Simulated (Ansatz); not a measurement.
System: MgS (model structure, within 0.1 Å of Fm-3m, No. 225, 8 atoms in the cell). Method: r²SCAN (Ansatz, an electronic-structure program, plane waves, PAW).

Settings: plane-wave cutoff 560 eV, 6×16×16 k mesh (along the axes of the cell as run), Fermi–Dirac smearing 0.05 eV, scalar-relativistic PAW data made under PBE.

The cell is the one relaxed with PBEsol. Conventional cell: a = 5.1820 Å, b = 5.1820 Å, c = 5.1820 Å, α = 90.00°, β = 90.00°, γ = 90.00°.

```xyz
8
Lattice="10.3654 0.0000 0.0000 0.0000 3.6641 0.0000 0.0000 0.0000 3.6637" Properties=species:S:1:pos:R:3 pbc="T T T"
Mg     1.2959     0.9160     0.9138
Mg     3.8868     2.7481     2.7457
Mg     9.0695     2.7481     2.7499
Mg     6.4786     0.9160     0.9181
S      9.0698     0.9160     0.9176
S      6.4784     2.7481    -0.9142
S      1.2956     2.7481     2.7461
S      3.8871     0.9160     4.5780
```

Question: List the 21 lowest band energies at Γ above −25 eV (eV, relative to the valence band maximum), grouping those that round alike.

Answer: At Γ: -13.26, -12.49 (×2), -11.50, -4.33, -2.57 (×2), -1.75 (×2), -1.01 (×4), 0.00 (×3), 3.49, 4.74, 4.87, 5.78 (×2).

Note: cell and atoms aren't relaxed at this level (pressure 1.0 GPa).

A model structure was made by putting elements into a prototype or built by hand; here it ended with the formula and space group of a phase in our tables.
